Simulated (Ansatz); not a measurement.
End structure of NH3 on the 1x1 (110) surface of bcc Mo, one in a 2x2 cell, started at the site 'bridge Mo-Mo (span 2.7 Å)':

```
CELL_PARAMETERS angstrom
      5.47470     0.00000     0.00000
     -1.82490     5.16159     0.00000
      0.00000     0.00000    26.00000
ATOMIC_POSITIONS crystal
  Mo 0.25000 0.25000 0.37429
  Mo 0.25000 0.75000 0.37429
  Mo 0.75000 0.25000 0.37429
  Mo 0.75000 0.75000 0.37429
  Mo 0.00000 0.00000 0.45665
  Mo 0.00000 0.50000 0.45665
  Mo 0.50000 0.00000 0.45665
  Mo 0.50000 0.50000 0.45665
  Mo 0.25130 0.25107 0.54294
  Mo 0.24773 0.75231 0.54336
  Mo 0.75251 0.24749 0.54339
  Mo 0.74888 0.74863 0.54293
  Mo 0.99999 0.99969 0.63050
  Mo 0.00013 0.50026 0.62477
  Mo 0.49997 0.99976 0.62477
  Mo 0.50028 0.49945 0.62595
  N  0.99422 0.00537 0.71932
  H  0.17949 0.07963 0.73313
  H  0.89032 0.11993 0.73119
  H  0.90816 0.82130 0.73303
```

Set-up: 20 atoms, 6.5 Å thick at the start under the adsorbate (thin: gaps and levels are the slab's own); mesh 6x6x1; 0.1 eV smearing; dipole correction on; 8 atoms held, the rest relaxed; no symmetry held; no spin, no spin-orbit, no U, no dispersion correction. At the end it is bonded to Mo. In PBE it is, or lies within 0.03 eV of, the lowest of the starts that converged.

A negative adsorption energy means that the adsorbate is more stable on the surface than in its reference.

Task: Estimate the change of the step from the bottom to the top vacuum level, against the clean slab that PBE in Ansatz (an electronic-structure program) returns for this input.

Result: -1.99 eV

Task: Estimate the work function of the top face that PBE returns for this input.

Result: 2.58 eV

Task: What change of the work function does PBE give?

Result: -2.01 eV

Task: What is the computed adsorption energy against NH3(g) (PBE)?

Result: -0.78 eV
